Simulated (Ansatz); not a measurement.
Effect of pressure 30 GPa on MoSi2

Consider MoSi$_{2}$ (space group I4/mmm, No. 139; a = 3.2169 Å, c = 7.8730 Å).

Now apply this change: cell and atoms relaxed at a pressure of 30 GPa.

Computed with Kohn–Sham DFT with the PBE functional, run in Ansatz (a quantum-chemistry and plane-wave program) with PAW and 420 eV plane waves, no spin-orbit coupling. Γ-centred 20×20×20 mesh, Fermi–Dirac width 0.05 eV.

The density grows by 0.75 g/cm³, from 6.20 g/cm³ to 6.95 g/cm³ and the lattice parameter a drops by 0.129 Å to 3.088 Å. The c/a ratio goes up by 0.021 to 2.468 and the enthalpy H = E + PV relative to the base's energy comes out as +2.39 eV/atom. The band gap is still zero.

Final structure:

```xyz
3
Lattice="-1.5441 1.5441 3.8106 1.5441 -1.5441 3.8106 1.5441 1.5441 -3.8106" Properties=species:S:1:pos:R:3 pbc="T T T"
Si     0.0000     0.0000     5.0788
Si     0.0000     0.0000     2.5425
Mo     0.0000     0.0000     0.0000
```

Load acts through the strain it causes; cell and atoms are relaxed under it. No phonon test of stability was made. Competing high-pressure phases were not computed. All final runs are without spin polarisation.
